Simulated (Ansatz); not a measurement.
The starting structures come from a database of crystals and need not be the phases stable at ambient conditions.

 Where the default PAW files enter, the runs use the earlier of Ansatz's two default sets.

Data:

```
SnF2H4N2
1.0
    5.05994     0.03914    -0.01239
   -1.43044     5.41128     0.01814
    0.00000     0.99531     3.14568
Sn H N F
1 4 2 2
Cartesian
  0.00000   0.00000   0.00000
  1.86737   1.58293   1.22945
  1.76213   4.86280   1.92198
  0.52415   2.51550   0.93438
  3.10535   3.93023   2.21705
  0.84099   1.57732   1.23123
  2.78851   4.86842   1.92021
  0.18735   4.22707   0.39283
  3.44215   2.21867   2.75860
```

Space group of this cell: C2/m. The cell was relaxed by PBE-D3(BJ); by r2SCAN its mean pressure is -2.9 GPa.

Transport runs along the normal of the first two printed cell vectors.

The gap is the functional's own. No spin-orbit coupling. Mid-gap values are interpolated on the energy grid.

Question: Give the band gap and the smallest decay constant κ at mid-gap that r2SCAN (Ansatz, a first-principles code) yields.

Answer: Gap 3.60 eV on a 6×10×10 mesh; κ = 0.298 1/Å, at the zone centre.
